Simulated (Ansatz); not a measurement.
Electronic density of states of amorphous Al30O33N8, density 3.07 g/cm³, on a 2×2×2 Γ-centred mesh with a Gaussian width of 0.1 eV; energies count from the Fermi level, whose place inside the gap is arbitrary. Cell and mesh are small, so fine structure isn't converged. Calculation: PBE, scalar-relativistic without spin-orbit coupling (plane waves to 420 eV, PAW; Ansatz, a quantum-chemistry and plane-wave program). Sampling: a 2×2×2 Γ-centred mesh; Fermi-Dirac width 0.02 eV; no spin polarisation. At PBE the levels at the filled edge of the gap are localised (band-tail or defect states), and the nearest spread-out levels lie 3.4 eV apart at the zone centre.

Preparation: random packing, a CHGNet melt and quench, and a DFT relaxation. O and N atoms were pushed apart under 1.9 Å during the dynamics, to hinder bonds among them. The hot cell started wider than the set density and was brought back towards it in steps. It is the lowest in DFT energy of 2 quenches. It is a model cell: composition and starting density were chosen by hand, and all elements were melted together. No dispersion term was used. A short ab initio anneal came between quench and relaxation. Its density started from a set value of 3.19 and ended at 3.07 g/cm³. Cooling (nominally 88 K/ps over its main leg) ran many orders faster than in experiment, which tends to leave more defects and strain. Values belong to this one cell and scatter from quench to quench. The volume was free in the relaxation, at fixed shape. Stress components on the final sampling reach 1.7 GPa.

(E - EF (eV), states/(eV atom)): (-12.00, 0.00); (-11.90, 0.00); (-11.80, 0.00); (-11.70, 0.00); (-11.60, 0.00); (-11.50, 0.00); (-11.40, 0.00); (-11.30, 0.00); (-11.20, 0.00); (-11.10, 0.00); (-11.00, 0.00); (-10.90, 0.00); (-10.80, 0.00); (-10.70, 0.00); (-10.60, 0.00); (-10.50, 0.00); (-10.40, 0.00); (-10.30, 0.00); (-10.20, 0.00); (-10.10, 0.00); (-10.00, 0.00); (-9.90, 0.00); (-9.80, 0.00); (-9.70, 0.00); (-9.60, 0.00); (-9.50, 0.00); (-9.40, 0.00); (-9.30, 0.00); (-9.20, 0.00); (-9.10, 0.00); (-9.00, 0.00); (-8.90, 0.00); (-8.80, 0.00); (-8.70, 0.00); (-8.60, 0.05); (-8.50, 0.21); (-8.40, 0.32); (-8.30, 0.29); (-8.20, 0.32); (-8.10, 0.31); (-8.00, 0.31); (-7.90, 0.33); (-7.80, 0.33); (-7.70, 0.38); (-7.60, 0.43); (-7.50, 0.48); (-7.40, 0.47); (-7.30, 0.43); (-7.20, 0.41); (-7.10, 0.39); (-7.00, 0.39); (-6.90, 0.37); (-6.80, 0.43); (-6.70, 0.54); (-6.60, 0.57); (-6.50, 0.55); (-6.40, 0.57); (-6.30, 0.53); (-6.20, 0.51); (-6.10, 0.58); (-6.00, 0.57); (-5.90, 0.47); (-5.80, 0.43); (-5.70, 0.45); (-5.60, 0.50); (-5.50, 0.53); (-5.40, 0.56); (-5.30, 0.54); (-5.20, 0.53); (-5.10, 0.59); (-5.00, 0.63); (-4.90, 0.62); (-4.80, 0.70); (-4.70, 0.76); (-4.60, 0.69); (-4.50, 0.65); (-4.40, 0.65); (-4.30, 0.65); (-4.20, 0.62); (-4.10, 0.65); (-4.00, 0.67); (-3.90, 0.66); (-3.80, 0.68); (-3.70, 0.69); (-3.60, 0.70); (-3.50, 0.67); (-3.40, 0.68); (-3.30, 0.70); (-3.20, 0.68); (-3.10, 0.59); (-3.00, 0.55); (-2.90, 0.63); (-2.80, 0.67); (-2.70, 0.64); (-2.60, 0.60); (-2.50, 0.52); (-2.40, 0.42); (-2.30, 0.34); (-2.20, 0.27); (-2.10, 0.22); (-2.00, 0.18); (-1.90, 0.06); (-1.80, 0.00); (-1.70, 0.02); (-1.60, 0.11); (-1.50, 0.17); (-1.40, 0.17); (-1.30, 0.08); (-1.20, 0.01); (-1.10, 0.00); (-1.00, 0.00); (-0.90, 0.00); (-0.80, 0.00); (-0.70, 0.00); (-0.60, 0.00); (-0.50, 0.00); (-0.40, 0.00); (-0.30, 0.00); (-0.20, 0.00); (-0.10, 0.00); (0.00, 0.00); (0.10, 0.00); (0.20, 0.00); (0.30, 0.00); (0.40, 0.00); (0.50, 0.00); (0.60, 0.00); (0.70, 0.00); (0.80, 0.00); (0.90, 0.00); (1.00, 0.00); (1.10, 0.00); (1.20, 0.00); (1.30, 0.02); (1.40, 0.01); (1.50, 0.00); (1.60, 0.00); (1.70, 0.00); (1.80, 0.00); (1.90, 0.00); (2.00, 0.01); (2.10, 0.03); (2.20, 0.05); (2.30, 0.05); (2.40, 0.05); (2.50, 0.04); (2.60, 0.04); (2.70, 0.04); (2.80, 0.05); (2.90, 0.07); (3.00, 0.07); (3.10, 0.10); (3.20, 0.09); (3.30, 0.08); (3.40, 0.06); (3.50, 0.07); (3.60, 0.13); (3.70, 0.20); (3.80, 0.17); (3.90, 0.19); (4.00, 0.22); (4.10, 0.24); (4.20, 0.28); (4.30, 0.28); (4.40, 0.30); (4.50, 0.31); (4.60, 0.35); (4.70, 0.41); (4.80, 0.39); (4.90, 0.39); (5.00, 0.34); (5.10, 0.33); (5.20, 0.33); (5.30, 0.33); (5.40, 0.35); (5.50, 0.37); (5.60, 0.36)

The level gap on this mesh is 2.71 eV; the broadening fills part of it in the curve.
